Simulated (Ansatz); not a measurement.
**Response to strain in MgS**

The reference is MgS in the rock salt structure (space group Fm-3m, No. 225; a = 5.1820 Å). Axes: x, y, z lie along the cube axes.

Strains are applied to the cell and any free atomic positions relax; under biaxial strain the out-of-plane vector relaxes too.

Level of theory: PBEsol (Ansatz, a program for electronic structure; PAW; 420 eV plane waves; no spin-orbit coupling).

Candidates:
(a) biaxial strain +1.00 %, plane normal [001], relaxed out of plane
(b) biaxial strain −3.00 %, plane normal [001], relaxed out of plane
(c) biaxial strain +0.50 %, plane normal [001], relaxed out of plane
(d) biaxial strain −1.00 %, plane normal [001], relaxed out of plane

### Question
Order them by out-of-plane strain, lowest first.

### Answer
(a) biaxial strain +1.00 %, plane normal [001], relaxed out of plane (-0.53 %), (c) biaxial strain +0.50 %, plane normal [001], relaxed out of plane (-0.27 %), (d) biaxial strain −1.00 %, plane normal [001], relaxed out of plane (+0.55 %), (b) biaxial strain −3.00 %, plane normal [001], relaxed out of plane (+1.69 %)

Stability against distortions was not tested.
